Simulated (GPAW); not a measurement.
Worked example: self-consistent single point of Sr2CdAu3 (P1, 6 atoms in the cell) in GPAW.

Method of the run: LDA (Perdew-Wang 92), GPAW PAW datasets LDA (gpaw-data 1.0.1) (plane waves; GPAW).

The change in words: atoms moved at random. Reference geometry:
```
Sr2CdAu3
1.0
    5.60694    -2.43718     0.00000
    5.60694     2.43718     0.00000
   -5.12001     0.00000     5.72055
Sr Cd Au
2 1 3
Direct
  0.54445   0.54445   0.80042
  0.45426   0.45426   0.20499
  0.16590   0.16590   0.60156
  0.84183   0.84183   0.39084
  0.83258   0.83258   0.79222
  0.16099   0.16099   0.20996
```

Reference input (self-consistent single point, DFT LDA (Perdew-Wang 92), plane waves, GPAW PAW datasets LDA (gpaw-data 1.0.1)): mode = pw; ecut = 600 eV; xc = LDA; kpts = 4 4 3; mesh shift (steps) = 0 0 0; occupations.name = methfessel-paxton; occupations.width = 0.05 eV; occupations.order = 0; nbands = -12; convergence.density = 1e-05 e/electron; symmetry.symmorphic = false; symmetry.tolerance = 0.0005. This run's input differs from it in these lines:

```diff
@@ -8,8 +8,8 @@
                     [-5.120010, 0.000000, 5.720549]],
-              positions=[[2.007240, -0.000000, 4.578842],
-                         [4.044467, -0.000000, 1.172655],
-                         [-1.219610, 0.000000, 3.441253],
-                         [7.439078, 0.000000, 2.235819],
-                         [5.280280, 0.000000, 4.531933],
-                         [0.730326, 0.000000, 1.201086]],
+              positions=[[2.028404, 0.034991, 4.616895],
+                         [3.959761, 0.000331, 1.201155],
+                         [-1.131416, -0.014764, 3.469021],
+                         [7.420172, -0.031225, 2.244526],
+                         [5.266747, -0.003875, 4.465300],
+                         [0.738111, 0.014543, 1.164692]],
               pbc=True)
```

Output, abridged:

```
     iter     time        total  log10-change:
                         energy   eigst   dens
iter:   1 --:--:--   -24.157695
iter:   2 --:--:--   -23.924630   -1.05  -1.35
iter:   3 --:--:--   -22.631992   -1.04  -1.38
iter:   4 --:--:--   -22.755479   -1.90  -1.70
iter:   5 --:--:--   -22.509482   -2.16  -1.77
iter:   6 --:--:--   -22.502801   -2.67  -2.08
iter:   7 --:--:--   -22.517500c  -2.68  -2.24
iter:   8 --:--:--   -22.476700   -2.84  -2.29
iter:   9 --:--:--   -22.476053   -4.18  -2.73
iter:  10 --:--:--   -22.476762c  -4.04  -2.78
iter:  11 --:--:--   -22.474940c  -4.10  -2.93
iter:  12 --:--:--   -22.474729c  -4.50  -3.28
iter:  13 --:--:--   -22.474715c  -5.78  -3.40
iter:  14 --:--:--   -22.474705c  -5.05  -3.47
iter:  15 --:--:--   -22.474620c  -5.38  -3.62
iter:  16 --:--:--   -22.474617c  -6.78  -3.89
iter:  17 --:--:--   -22.474604c  -5.93  -3.91
iter:  18 --:--:--   -22.474594c  -6.56  -4.04
iter:  19 --:--:--   -22.474594c  -6.57  -4.19
iter:  20 --:--:--   -22.474595c  -7.90c -4.33
iter:  21 --:--:--   -22.474597c  -7.32  -4.41
iter:  22 --:--:--   -22.474595c  -7.16  -4.49
iter:  23 --:--:--   -22.474596c  -7.51c -4.67
iter:  24 --:--:--   -22.474596c  -8.83c -5.04c
Converged after 24 iterations.

Dipole moment: (0.793013, -0.264279, 0.149861) |e|*Ang

Energy contributions relative to reference atoms: (reference = -1873770.155585)

Kinetic:        -44.687220
Potential:      +40.688395
External:        +0.000000
XC:             -18.591715
Entropy (-ST):   -0.006917
Local:           +0.119402
SIC:             +0.000000
--------------------------
Free energy:    -22.478054
Extrapolated:   -22.474596

Showing only first 2 kpts
 Kpt  Band  Eigenvalues  Occupancy
  0    30      4.83941    2.00000
  0    31      6.48627    1.47117
  0    32      6.68804    0.00000
  0    33      6.87397    0.00000

  1    30      5.30861    2.00000
  1    31      6.26944    2.00000
  1    32      6.92333    0.00000
  1    33      6.98136    0.00000

Fermi level: 6.50854

No gap
   [... lines left out ...]
  0 Sr   -0.08553   -0.08214   -0.04314
  1 Sr    0.25687   -0.01484    0.05604
  2 Cd   -0.30774    0.08072   -0.28726
  3 Au    0.12159    0.12624    0.10603
  4 Au    0.13909   -0.02212    0.12308
  5 Au   -0.12332   -0.08784    0.04527

Stress tensor:
     0.026658    -0.000535     0.004061
    -0.000535     0.037743    -0.000628
     0.004061    -0.000628     0.031222
Stress (GPa, Voigt): [ 4.2711  6.0471  5.0023 -0.1006  0.6506 -0.0858]
```

The run converged in 24 iterations. GPAW prints stress with tension positive. Against the reference run the free energy rises by 7.7 meV/atom, the pressure goes from -5.24 to -5.11 GPa and the largest force goes from 0.108 to 0.429 eV/Å.

The starting cell comes from a database of computed structures (which also holds hypothetical and non-ambient phases and stackings), without a prior relaxation at this level. Its lattice was rescaled by a random factor within 2.5 % of one. For this run, on top of that: atoms moved at random. With a pressure of about -5 GPa the cell is away from its equilibrium volume at this level.

Cost on one core of a shared machine: roughly 2 min.
